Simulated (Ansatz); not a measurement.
The decay constant κ of evanescent states in the gap governs leakage through a thin film.

```yaml
crystal:
  lattice:
    - [3.92557, 0.00000, 0.00000]
    - [0.00000, 3.92557, 0.00000]
    - [1.96278, 1.96278, 2.77580]
  atoms:
    - { symbol: Zn, position: [0.00000, 0.00000, 0.00000] }
    - { symbol: Se, position: [0.25000, 0.75000, 0.50000] }
```

The cell is strained (all lengths scaled by 0.98); by r2SCAN it stands under a pressure of 4.5 GPa.

Transport runs along the normal of the first two printed cell vectors, the (001) plane of the conventional cell.

The gap is the functional's own, uncorrected, and κ follows it; spin-orbit coupling is left out. Mid-gap means the computed energy nearest the middle.

Task: Predict the band gap and the smallest decay constant κ at mid-gap from r2SCAN (Ansatz, an electronic-structure program).

Result: Gap 2.14 eV on a 12×12×12 mesh; κ = 0.138 1/Å, at the zone centre.
